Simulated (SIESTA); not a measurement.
# Convergence study of the k-point mesh at a smearing width of 0.05 eV for Ag (Fm-3m, 1 atom in the cell)

```
Ag
1.0
    0.00000     2.05523     2.05523
    2.05523     0.00000     2.05523
    2.05523     2.05523     0.00000
Ag
1
Cartesian
  0.00000   0.00000   0.00000
```

Computed with GGA PBE, numerical atomic orbitals DZP, PseudoDojo PBE standard norm-conserving potentials (rewritten from UPF to PSML) (SIESTA).

Base settings: XC.functional = GGA; XC.authors = PBE; potentials = PseudoDojo PBE standard; PAO.BasisSize = DZP; PAO.EnergyShift = 0.005 Ry; MeshCutoff = 400 Ry; kgrid.MonkhorstPack = 6 6 6; OccupationFunction = FD; ElectronicTemperature = 0.1 eV; MaxSCFIterations = 150.

In this ladder: ElectronicTemperature = 0.05 eV.

The second cell is the first with its lattice scaled by 0.98.

Only quantities that move along the ladder and can be compared are tabulated.

Core times come from one kind of shared machine, to one figure; runs under 30 s give none.

The starting cell has typed, rounded lattice constants, without a prior relaxation at this level. Its lattice was rescaled by up to half a per cent. Values carry the incompleteness of an atom-centred basis. Without a gap this mesh is coarse (it stands for a supercell whose shortest vector is 17 Å).

```tsv
kgrid.MonkhorstPack	free energy less the last step's (meV/atom)	energy of the compressed cell less the first (meV/atom)	pressure (GPa)	core time / last (rough)
5 5 5	-120.80	22.78	-0.05	–
6 6 6	67.12	32.62	1.46	–
7 7 7	-49.93	26.00	0.43	–
9 9 9	-17.75	27.25	0.62	–
10 10 10	13.66	29.98	1.06	–
12 12 12	4.78	29.20	0.99	–
15 15 15	3.97	27.71	0.74	–
18 18 18	-2.22	28.31	0.80	0.2
22 22 22	-1.82	28.31	0.81	0.4
27 27 27	0.95	28.38	0.84	0.5
33 33 33	0.00	28.31	0.82	1
```

Coarsest kgrid.MonkhorstPack that holds the free energy within 2 meV/atom of the last step, with all finer ones: 22 22 22, at about 0.4 of the last step's time; the step before is off by 2.2 meV/atom.

Coarsest kgrid.MonkhorstPack that holds the energy of the compressed cell less the first within 0.5 meV/atom of the last step, with all finer ones: 18 18 18, at about 0.2 of the last step's time; the step before is off by 0.60 meV/atom.

Coarsest kgrid.MonkhorstPack that holds the pressure within 0.1 GPa of the last step, with all finer ones: 15 15 15; the step before is off by 0.17 GPa.

The energy difference between the two cells stays within 1 meV/atom of the last step's from 12 12 12 on, the total only from 27 27 27 on: much of the error is common to both cells and cancels.
